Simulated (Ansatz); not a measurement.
Consider Ge in the diamond structure (space group Fd-3m, No. 227; a = 5.6762 Å). Axes: x, y, z lie along the cube axes.

The values are results of PBEsol, PAW, 420 eV (Ansatz, a quantum-chemistry and plane-wave program; scalar-relativistic without spin-orbit coupling), not measurements.

Base values:

The pressure is 0.0 GPa and the shortest interatomic distance is 2.458 Å.

Perturbation: tensile biaxial strain of 2.00 % in the plane normal to [001], as in epitaxy on a mismatched substrate; the out-of-plane cell vector and the atoms relax.

How does this affect the pressure and shortest interatomic distance?

The pressure (mean of the normal stresses, compression positive) goes from zero to -1.5 GPa; the shortest interatomic distance increases by 0.020 Å, from 2.458 Å to 2.478 Å.

No phonon test of stability was made.
